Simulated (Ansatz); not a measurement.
Start from BAs in the zinc blende structure (space group F-43m, No. 216; a = 4.768 Å).

Computed with PBEsol in Ansatz (plane waves to 420 eV, PAW, without spin-orbit coupling).

Base values:

| Property | Value |
|---|---|
| Smallest direct gap | 3.25 eV |
| Band gap | 1.08 eV |
| Lattice parameter a | 4.768 Å |

It is then changed as follows: every As is replaced by P, then cell and atoms are relaxed.

Tabulated Pauling electronegativity and covalent radius: As 2.18, 1.19 Å; P 2.19, 1.07 Å.

Q: What does the calculation give for the smallest direct gap after the change?

A: The smallest direct gap goes up by 0.13 eV, from 3.25 eV to 3.38 eV.

Q: Estimate the effect on the band gap.

A: The band gap increases by 0.03 eV, from 1.08 eV to 1.11 eV.

Q: What does the calculation give for the lattice parameter a after the change?

A: The lattice parameter a falls by 0.248 Å, from 4.768 Å to 4.520 Å.

Whether these cells are dynamically stable was not tested.

Ansatz is a program for electronic structure.
